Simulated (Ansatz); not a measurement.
Take NaI in the rock salt structure (space group Fm-3m, No. 225; a = 6.4021 Å) as the base. Axes: x, y, z lie along the cube axes.

Now apply this change: uniaxial strain ε_zz = −2.50 %, all other strain components held at zero; the atoms relax in the strained cell.

The values are results of PBEsol (Ansatz, a quantum-chemistry and plane-wave program; PAW; 420 eV plane waves; no spin-orbit coupling), not measurements.

Problem. Give the band edges at the high-symmetry points of the new zone, measured from its valence-band maximum.

Solution. 
| point | valence edge (eV) | conduction edge (eV) |
|---|---|---|
| Γ | 0.00 | 3.66 |
| X | -0.77 | 4.49 |
| P | -1.12 | 6.02 |
| N | -0.31 | 4.95 |
| M | -0.89 | 4.45 |
| S | -0.75 | 5.08 |
| S₀ | -0.75 | 5.08 |
| R | -1.04 | 5.85 |
| G | -1.04 | 5.85 |

The gap is 3.66 eV, direct at Γ.

Spin-orbit coupling, missing from the scalar runs, can matter with I. Whether these cells are dynamically stable was not tested. Labels are those of the standard path for the cell's own space group.
